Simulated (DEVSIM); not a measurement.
Structure: Pt/La2O3/SiO2/p-Si capacitor, at 400 K.

```
layer (left to right)  material  thickness (nm)  Na (cm⁻³)
---------------------  --------  --------------  ---------
1                         La2O3            6.90          -
2                          SiO2           0.560          -
3                            Si            9200     3.9e15
```

Metal gate on the left, work function 5.6 eV. Fixed charge at the semiconductor interface 1e10 cm⁻² (in units of +e); interface traps 1e11 cm⁻² eV⁻¹, uniform in energy, neutral level at 0.5 of the gap above the valence band.

Constants are typed, rounded textbook-type inputs, not results; the design itself was drawn at random and stands for no fabricated device. Values at 300 K; Nc and Nv go as T^1.5, mobilities as T to minus their exponent, the gap by Varshni's rule with the affinity fixed.

```
parameter         La2O3  SiO2        Si
----------------  -----  ----  --------
gap (eV)            5.8     9     1.124
affinity (eV)       1.8   0.9      4.05
permittivity         27   3.9      11.7
Nc (cm⁻³)             -     -   2.86e19
Nv (cm⁻³)             -     -    3.1e19
Varshni α (eV/K)      -     -  0.000473
Varshni β (K)         -     -       636
```

Model (solved in DEVSIM): 1D Poisson equation in equilibrium, Boltzmann statistics, complete ionisation; no quantum confinement or tunnelling. Metal contacts follow the ideal Schottky-Mott rule: no Fermi-level pinning, no interface dipoles.

**Question.** Tabulate band edges, carrier densities and field at 1.1 V on the gate.

**Answer.** Energies count from the Fermi level of the right contact; mesh points crowd at the junctions.

```json
[
 {"x (μm)": "0.000", "Ec (eV)": "2.700", "Ev (eV)": "-3.100", "n (cm⁻³)": "< 1e2", "p (cm⁻³)": "< 1e2", "field (V/cm)": "7900"},
 {"x (μm)": "0.001464", "Ec (eV)": "2.701", "Ev (eV)": "-3.099", "n (cm⁻³)": "< 1e2", "p (cm⁻³)": "< 1e2", "field (V/cm)": "7900"},
 {"x (μm)": "0.004000", "Ec (eV)": "2.703", "Ev (eV)": "-3.097", "n (cm⁻³)": "< 1e2", "p (cm⁻³)": "< 1e2", "field (V/cm)": "7900"},
 {"x (μm)": "0.006055", "Ec (eV)": "2.705", "Ev (eV)": "-3.095", "n (cm⁻³)": "< 1e2", "p (cm⁻³)": "< 1e2", "field (V/cm)": "7900"},
 {"x (μm)": "0.007225", "Ec (eV)": "3.607", "Ev (eV)": "-5.393", "n (cm⁻³)": "< 1e2", "p (cm⁻³)": "< 1e2", "field (V/cm)": "55000"},
 {"x (μm)": "0.008364", "Ec (eV)": "0.460", "Ev (eV)": "-0.636", "n (cm⁻³)": "7.0e13", "p (cm⁻³)": "4.6e11", "field (V/cm)": "18000"},
 {"x (μm)": "0.01145", "Ec (eV)": "0.466", "Ev (eV)": "-0.631", "n (cm⁻³)": "6.0e13", "p (cm⁻³)": "5.4e11", "field (V/cm)": "18000"},
 {"x (μm)": "0.02318", "Ec (eV)": "0.487", "Ev (eV)": "-0.610", "n (cm⁻³)": "3.3e13", "p (cm⁻³)": "9.9e11", "field (V/cm)": "17000"},
 {"x (μm)": "0.04845", "Ec (eV)": "0.529", "Ev (eV)": "-0.568", "n (cm⁻³)": "9.6e12", "p (cm⁻³)": "3.4e12", "field (V/cm)": "16000"},
 {"x (μm)": "0.1116", "Ec (eV)": "0.617", "Ev (eV)": "-0.480", "n (cm⁻³)": "7.4e11", "p (cm⁻³)": "4.3e13", "field (V/cm)": "12000"},
 {"x (μm)": "0.2691", "Ec (eV)": "0.738", "Ev (eV)": "-0.358", "n (cm⁻³)": "2.2e10", "p (cm⁻³)": "1.5e15", "field (V/cm)": "3900"},
 {"x (μm)": "0.8670", "Ec (eV)": "0.772", "Ev (eV)": "-0.324", "n (cm⁻³)": "8.3e9", "p (cm⁻³)": "3.9e15", "field (V/cm)": "≈ 0"},
 {"x (μm)": "2.156", "Ec (eV)": "0.772", "Ev (eV)": "-0.324", "n (cm⁻³)": "8.3e9", "p (cm⁻³)": "3.9e15", "field (V/cm)": "≈ 0"},
 {"x (μm)": "5.191", "Ec (eV)": "0.772", "Ev (eV)": "-0.324", "n (cm⁻³)": "8.3e9", "p (cm⁻³)": "3.9e15", "field (V/cm)": "≈ 0"},
 {"x (μm)": "8.023", "Ec (eV)": "0.772", "Ev (eV)": "-0.324", "n (cm⁻³)": "8.3e9", "p (cm⁻³)": "3.9e15", "field (V/cm)": "≈ 0"},
 {"x (μm)": "8.717", "Ec (eV)": "0.772", "Ev (eV)": "-0.324", "n (cm⁻³)": "8.3e9", "p (cm⁻³)": "3.9e15", "field (V/cm)": "≈ 0"},
 {"x (μm)": "9.012", "Ec (eV)": "0.772", "Ev (eV)": "-0.324", "n (cm⁻³)": "8.3e9", "p (cm⁻³)": "3.9e15", "field (V/cm)": "≈ 0"},
 {"x (μm)": "9.130", "Ec (eV)": "0.772", "Ev (eV)": "-0.324", "n (cm⁻³)": "8.3e9", "p (cm⁻³)": "3.9e15", "field (V/cm)": "≈ 0"},
 {"x (μm)": "9.185", "Ec (eV)": "0.772", "Ev (eV)": "-0.324", "n (cm⁻³)": "8.3e9", "p (cm⁻³)": "3.9e15", "field (V/cm)": "≈ 0"},
 {"x (μm)": "9.199", "Ec (eV)": "0.772", "Ev (eV)": "-0.324", "n (cm⁻³)": "8.3e9", "p (cm⁻³)": "3.9e15", "field (V/cm)": "≈ 0"},
 {"x (μm)": "9.205", "Ec (eV)": "0.772", "Ev (eV)": "-0.324", "n (cm⁻³)": "8.3e9", "p (cm⁻³)": "3.9e15", "field (V/cm)": "≈ 0"},
 {"x (μm)": "9.207", "Ec (eV)": "0.772", "Ev (eV)": "-0.324", "n (cm⁻³)": "8.3e9", "p (cm⁻³)": "3.9e15", "field (V/cm)": "≈ 0"}
]
```
